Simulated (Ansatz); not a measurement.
A relaxation of cell and atoms of SrMg6Al (Amm2, 8 atoms in the cell) with Ansatz (a program for electronic structure).

Method: PBEsol, default PAW files made with PBE (plane waves; Ansatz).

```
CELL_PARAMETERS angstrom
      5.14400     0.00000     0.00000
      0.00000     3.40085     5.80396
      0.00000    -3.40085     5.80396
ATOMIC_POSITIONS crystal
  Sr 0.50000 0.67003 0.67003
  Mg 0.00000 0.30666 0.84536
  Mg 0.00000 0.84536 0.30666
  Mg 0.00000 0.33348 0.33348
  Mg 0.50000 0.15704 0.67978
  Mg 0.50000 0.67978 0.15704
  Mg 0.50000 0.16351 0.16351
  Al 0.00000 0.84416 0.84416
```

Reference input (self-consistent single point, DFT, LDA (PW92), plane waves, default PAW files made with PBE): basis.ecutwfc = 420 eV; kpoints.mp_grid.grid = 5 4 4; hamiltonian.xc = lda; hamiltonian.pseudopotentials = {kind: paw} (the program's default PAW files); scf.occupations.method = methfessel_paxton; scf.occupations.width = 0.136 eV. This run's input differs from it in these lines:

Ansatz 0.2 input:
```diff
@@ -20,3 +20,3 @@
 hamiltonian:
-  xc: lda
+  xc: pbesol
   pseudopotentials: { kind: paw }
@@ -24,2 +24,4 @@
   occupations: { method: methfessel_paxton, width: 0.136 eV }
+relax:
+  cell: {}
 output:
```

Output, abridged:

```
   [... SCF lines of the steps left out ...]
relax step   1: F+E_penalty+E_count = -15488.65707433 eV  Δ(F+E_penalty+E_count) = +0.000e0 eV  max|allowed force component| = 6.985e-2 eV/Å  Δτ_max = 0.0000 Å  P = -0.798 GPa  Ω = 203.068 Å³  (7 SCF iters, dr2 threshold 1.00e-7 eV, accepted)
relax step   2: F+E_penalty+E_count = -15488.67627678 eV  Δ(F+E_penalty+E_count) = -1.920e-2 eV  max|allowed force component| = 2.239e-2 eV/Å  Δτ_max = 0.0173 Å  P = -0.132 GPa  Ω = 198.875 Å³  energy of the carried Pulay correction = +1.574e-4 eV  [...]
   [... lines left out ...]
relax step  13: F+E_penalty+E_count = -15488.71784979 eV  Δ(F+E_penalty+E_count) = -8.930e-5 eV  max|allowed force component| = 1.308e-3 eV/Å  Δτ_max = 0.0045 Å  P = +0.005 GPa  Ω = 199.171 Å³  energy of the carried Pulay correction = +1.462e-4 eV  [...]
relax step  14: F+E_penalty+E_count = -15488.71796630 eV  Δ(F+E_penalty+E_count) = -1.165e-4 eV  max|allowed force component| = 1.372e-3 eV/Å  Δτ_max = 0.0000 Å  P = +0.007 GPa  Ω = 199.171 Å³  stress off target by 1.21e-2 GPa  SCF on the basis [...]
basis re-selected at this cell: Δ(F+E_penalty+E_count) = -1.165e-4 eV, ΔP = +0.002 GPa vs the last step
the relaxation is at rest under the 4 symmetry operations that the run kept from its start: a minimum is not shown …
Stability not checked (fill_not_monotonic)
Free energy (F): -15488.717966 eV
Internal energy: -15488.723321 eV  (E = F + TS)
   [... lines left out ...]
Fermi energy:    5.802414 eV
  cell:  # Å, volume = 199.1710 Å³
   [... lines left out ...]
    - { symbol: Mg, position: [1.0962993037342291e-33, 0.31279938296009885, 0.31279938296009885] }
    - { symbol: Mg, position: [0.5, 0.18212464268200482, 0.6746701825549127] }
    - { symbol: Mg, position: [0.5, 0.6746701825549127, 0.18212464268200482] }
    - { symbol: Mg, position: [0.5, 0.14789145082053765, 0.14789145082053765] }
    - { symbol: Al, position: [1.3689116172561878e-34, 0.8568502030062164, 0.8568502030062164] }
```

The run converged. 

Summary of the result:
```
Quantity                                                                                            Value
-----------------------------------------------  --------------------------------------------------------
Free energy E − TS (on the zero of these files)                                            -15488.7180 eV
Fermi level (on the code's own zero)                                                              5.80 eV
Pressure                                                                                         0.01 GPa
Largest force (vector length)                                                                  0.001 eV/Å
Final cell                                       a = 5.108 Å, b = c = 6.888 Å, α = 55.28°, β = γ = 90.00°
Final volume per atom                                                                            24.90 Å³
Relaxation steps                                                                                       14
```

The starting cell comes from a database of computed structures (which also holds hypothetical and non-ambient phases and stackings), without a prior relaxation at this level. The relaxation keeps the symmetry of its start, so its end need not be a minimum. Ansatz's pressure includes its estimate of the finite-basis (Pulay) stress.

Cost on one core of a shared machine: roughly 2 min.
